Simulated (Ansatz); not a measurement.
The starting structures come from a database of crystals and need not be the phases stable at ambient conditions.

Given:

```
HgTe
1.0
    4.52378     0.00000     0.00000
   -2.26189     3.91771     0.00000
    0.00000     0.00000    10.24310
Hg Te
3 3
Direct
  0.34915   0.00000   0.00000
  0.00000   0.34915   0.66667
  0.65085   0.65085   0.33333
  0.45601   0.00000   0.50000
  0.00000   0.45601   0.16667
  0.54399   0.54399   0.83333
```

The cell was relaxed by PBE-D3(BJ); by r2SCAN it stands under a pressure of 1.1 GPa.

Transport runs along the normal of the first two printed cell vectors, the (001) plane of the conventional cell.

No gap correction and no spin-orbit coupling; mid-gap is the computed energy nearest the middle.

Question: Predict the band gap and the smallest decay constant κ at mid-gap from r2SCAN run with Ansatz (a first-principles code).

Answer: Gap 0.60 eV on a 12×12×4 mesh; κ = 0.110 1/Å, at (0.500, 0.000) of the in-plane reciprocal vectors. At the zone centre the slowest state has κ = 0.13 1/Å.
